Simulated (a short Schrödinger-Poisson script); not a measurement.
System: gated Al0.3Ga0.7N/GaN polarisation-induced gas, at 77 K.

```csv
layer,material,thickness (nm),Na (cm⁻³)
1,Al0.3Ga0.7N,15,-
2,GaN,6000,1e14
```

The device is made up for the run: typed textbook-type constants, with dimensions and the other settings drawn at random. Al0.3Ga0.7N: permittivity 9.32, conduction-band edge (eV) 0.414, gap (eV) 4.021, electron mass (mₑ) 0.236, Nv at 300 K (cm⁻³) 4.6e19. GaN: permittivity 9.5, conduction-band edge (eV) 0, gap (eV) 3.43, Nv at 300 K (cm⁻³) 4.6e19.

Channel valleys (confinement mass, in-plane density-of-states mass, number): Γ 0.2, 0.2, 1. At the gate the conduction-band edge of layer 1 lies 1.23 eV − eVg above the Fermi level of the channel; the field vanishes at the back. Sheet of polarisation charge: +1.5e13 e/cm² at 15 nm from the gate. The barrier under the gate holds no holes. Gaps are held at their typed values at every temperature. Mesh 0.08 nm at interfaces.

From a short Schrödinger-Poisson script (our own, NumPy): 1D Poisson equation in equilibrium, electrons quantum, Hartree plus LDA exchange-correlation (BenDaniel-Duke, 40 states a valley, the channel's in-plane mass for all, wave functions free to enter the barrier), parabolic valleys, classical holes, full ionisation, no traps, pinning or gate leakage.

The same stack at other levels of the model or other numerical settings:

```csv
run,sheet density of all electrons at Vg = 0.5 V (cm⁻²),sheet density of all electrons at Vg = -2 V (cm⁻²),capacitance at Vg = 0.5 V (μF/cm²),centroid of the channel electrons at Vg = 0.5 V (nm),rough cost against the base
base,1.27e13,4.64e12,0.526,1.65,about 1
"electrons treated as classical, Boltzmann",1.36e13,5.09e12,0.546,0.30,0.009
"electrons treated as classical, Fermi-Dirac",1.25e13,4.66e12,0.508,1.61,0.05
"electrons treated as quantum, Hartree",1.25e13,4.53e12,0.524,1.84,0.5
mesh six times as coarse,1.27e13,4.64e12,0.526,1.58,0.3
one subband a valley,1.27e13,4.64e12,0.523,1.37,0.3
```

The classical rows ignore confinement, and Boltzmann statistics overrate the density once the band edge passes the Fermi level.
